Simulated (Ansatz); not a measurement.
LuAlN2 (model structure, started from the ScAlN2 type, P3m1, No. 156, 4 atoms in the cell), treated with HSE06 (Ansatz, an electronic-structure program, plane waves, PAW).

Run with plane-wave cutoff 460 eV, 9×9×6 k mesh (along the axes of the cell as run), Fermi–Dirac smearing 0.01 eV, scalar-relativistic PAW data made under PBE.

Cell (relaxed with PBEsol):

```yaml
crystal:
  lattice:
    - [3.39808, 0.00000, 0.00000]
    - [-1.69904, 2.94282, 0.00000]
    - [0.00000, 0.00000, 5.34375]
  atoms:
    - { symbol: Lu, position: [0.33333, 0.66667, 0.99435] }
    - { symbol: N, position: [0.33333, 0.66667, 0.41371] }
    - { symbol: Al, position: [0.66667, 0.33333, 0.50642] }
    - { symbol: N, position: [0.66667, 0.33333, 0.85553] }
```

### Question
Estimate the band gap that the calculation returns.

### Answer

* **band gap**: 3.32 eV (on the SCF k mesh)

Note: the relaxation could raise the start's symmetry but not lower it, so the cell can be a saddle point; cell and atoms aren't relaxed at this level (largest force component 0.29 eV/Å, pressure 2.3 GPa).

Spin–orbit coupling is not included.

The computed numbers hold no vibrational or temperature effects.

A model structure was made by putting elements into a prototype or built by hand; it is no filed structure, need not be a known phase, and can be a saddle point held by its symmetry.
